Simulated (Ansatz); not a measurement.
The starting structures come from a database of crystals and need not be the phases stable at ambient conditions.

The decay constant κ of evanescent states in the gap governs leakage through a thin film.

Data:

```xyz
5
Lattice="4.0878 0.0000 0.0000 0.0000 4.0878 0.0000 0.0000 0.0000 4.0077" Properties=species:S:1:pos:R:3 pbc="T T T"
Ba     2.0439     2.0439     2.0038
Ti     0.0000     0.0000     0.0000
O      2.0439     0.0000     0.0000
O      0.0000     2.0439     0.0000
O      0.0000     0.0000     2.0038
```

The cell is strained (lengths across the current scaled by 1.02, ions clamped); by r2SCAN it stands under a pressure of -8.0 GPa.

Transport runs along the normal of the first two printed cell vectors, the (001) (indices of the unstrained crystal) plane of the conventional cell.

The gap is the functional's own. No spin-orbit coupling. Mid-gap values are those at the computed energy nearest the middle.

Problem. Give the band gap and the smallest decay constant κ at mid-gap that r2SCAN (Ansatz, a first-principles code) yields.

Solution. Gap 2.01 eV on a 8×8×8 mesh; κ = 0.251 1/Å, at the zone centre.
